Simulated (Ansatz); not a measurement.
SnO2: isotropic strain −3.00 %

The reference is SnO₂ in the rutile structure (space group P4_2/mnm, No. 136; a = 4.722 Å, c = 3.190 Å).

The change: every lattice vector is shortened by 3.00 %; the atoms relax in the strained cell.

All numbers come from LDA, PAW, 420 eV (Ansatz, a quantum-chemistry and plane-wave program; without spin-orbit coupling). Settings: 7×7×10 k-points, 0.05 eV Fermi–Dirac smearing.

```tsv
quantity	base	changed	shift
volume per atom	11.86 Å³	10.82 Å³	-1.04 Å³
shortest interatomic distance	2.044 Å	1.972 Å	-0.072 Å
energy relative to the base (free energy F)	0 meV/atom	+72 meV/atom	+72 meV/atom
pressure (mean of the normal stresses, compression positive)	0.0 kbar	241.9 kbar	+241.9 kbar
band gap	1.16 eV	2.27 eV	+1.11 eV
gap character	direct at Γ	direct at Γ	–
mean gap deformation potential ΔEg/Δln V	–	-12.1 eV	–
width of the top valence band	1.28 eV	1.42 eV	+0.133 eV
electron mass	0.18 mₑ along c, 0.20 mₑ across (at Γ)	0.23 mₑ along c, 0.27 mₑ across (at Γ)	–
hole mass	1.7 mₑ along c, 1.2 mₑ across (at Γ)	1.5 mₑ along c, 1.2 mₑ across (at Γ)	–
valence-band top at Γ (three highest levels, from the VBM)	0.00, -0.80, -0.80 eV	0.00, -0.89, -0.89 eV	–
largest internal atomic displacement	–	0.011 Å	–
```

Masses are band curvatures over ±0.01 Å⁻¹ around the edge. No phonon test of stability was made.
